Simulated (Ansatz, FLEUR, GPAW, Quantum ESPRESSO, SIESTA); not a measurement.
One structure in several programs: Zn₃Ag (P-6m2, 4 atoms in the cell)

Self-consistent single point.

```
CELL_PARAMETERS angstrom
      2.87804     0.00000     0.00000
     -1.43902     2.49246     0.00000
      0.00000     0.00000     8.65170
ATOMIC_POSITIONS crystal
  Zn 0.66667 0.33333 0.50000
  Zn 0.33333 0.66667 0.25680
  Zn 0.33333 0.66667 0.74320
  Ag 0.66667 0.33333 0.00000
```

All programs got the same cell, k-point mesh and kind of occupations (in Ansatz's words: kpoints.mp_grid.grid = 13 13 4; scf.occupations.method = fermi_dirac; scf.occupations.width = 0.05 eV); potentials, basis and cutoffs are each program's usual ones.

```csv
code,model,pressure (GPa),largest force (eV/Å),k-points,cutoff
GPAW,"PBEsol, GPAW PAW datasets PBEsol (made by gpaw-setup)",-4.73,0.148,63,850 eV
SIESTA,"GGA PBEsol, numerical atomic orbitals DZP, PseudoDojo PBEsol standard norm-conserving potentials (rewritten from UPF to PSML)",-9.54,0.115,345,grid 300 Ry
Ansatz,"PBEsol, PAW files made with PBE",-4.72,0.149,63,default
Quantum ESPRESSO,"PBEsol, PSlibrary ultrasoft (PBE) pseudopotentials",-6.84,0.133,63,50 Ry
FLEUR,"PBEsol, all-electron FLAPW (FLEUR), scalar-relativistic valence",–,0.150,63,Kmax 4.2 1/bohr
```

A dash marks a value that a program does not give, or that is left out as unsure.

The spread over the programs that give each value: pressure within 4.82 GPa; largest force within 0.035 eV/Å.

The starting cell comes from a database of computed structures (which also holds hypothetical and non-ambient phases and stackings), without a prior relaxation at this level. Its lattice was rescaled by a random factor within 2.5 % of one. On Ansatz's run: In the base run, with a pressure of about -5 GPa the cell is away from its equilibrium volume at this level.

**Question.** Why do the programs differ, and what cannot be compared?

**Answer.** Differences of this kind can come from the potentials, where these differ, and from what each basis and cutoff leave unconverged. The valence holds different numbers of electrons (GPAW 53, SIESTA 79, Ansatz (an electronic-structure program) 55, Quantum ESPRESSO 47, FLEUR 53). The zero of total energies and Fermi levels follows the potentials and each program's conventions, so they are not compared here. SIESTA uses small atom-centred bases, whose incompleteness enters pressures, forces and empty levels differently from a plane-wave cutoff. FLEUR treats all electrons, but the usual bases taken here (sphere radii, linearisation, local orbitals, empty states) were not tested for convergence, so the values are no reference for the others. Ansatz's pressure is given at a fixed set of plane waves, as the other plane-wave codes print theirs; with its correction for the finite basis it is -4.62 GPa. The programs reduce the same mesh by symmetry to different extents, which changes the work and not the result. In the pressure, SIESTA (by 4.81) and Quantum ESPRESSO (by 2.11) lie more than 1 GPa from the median of the plane-wave programs.

Left out of this page: ABINIT (stopped by limits of time or memory); Elk (not drawn, or without a comparable value).

Keys are those of Ansatz 0.2.
